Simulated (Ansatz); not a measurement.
Start from ZnSnP$_{2}$ in the chalcopyrite structure (space group I-42d, No. 122; a = 5.6503 Å, c = 11.3254 Å). Axes: x, y, z lie along a, b, c of the conventional cell.

Calculations: Ansatz (an electronic-structure program) r2SCAN, no SOC.

Strains are applied to the cell and any free atomic positions relax; under biaxial strain the out-of-plane vector relaxes too.

One change was made to it. Results:

```json
[
 {"quantity": "band gap", "base": "1.25 eV", "after": "1.18 eV"},
 {"quantity": "valence-band top at Γ (three highest levels, from the VBM)", "base": "0.00, 0.00, -0.01 eV", "after": "0.00, 0.00, 0.00 eV"},
 {"quantity": "energy relative to the base (free energy F)", "base": "0 meV/atom", "after": "+1.1 meV/atom"}
]
```

Problem. Which of these changes matches the shifts?
A) biaxial strain +2.28 %, plane normal [001], relaxed out of plane
B) isotropic strain −4.99 %
C) isotropic strain −0.73 %
D) biaxial strain −1.29 %, plane normal [001], relaxed out of plane
E) isotropic strain +0.49 %

Solution. E, isotropic strain +0.49 %. For comparison, the band gap in the other runs: isotropic strain −0.73 % gives 1.37 eV; biaxial strain +2.28 %, plane normal [001], relaxed out of plane gives 1.01 eV; biaxial strain −1.29 %, plane normal [001], relaxed out of plane gives 1.26 eV; isotropic strain −4.99 % gives 1.23 eV.

Stability against distortions was not tested.
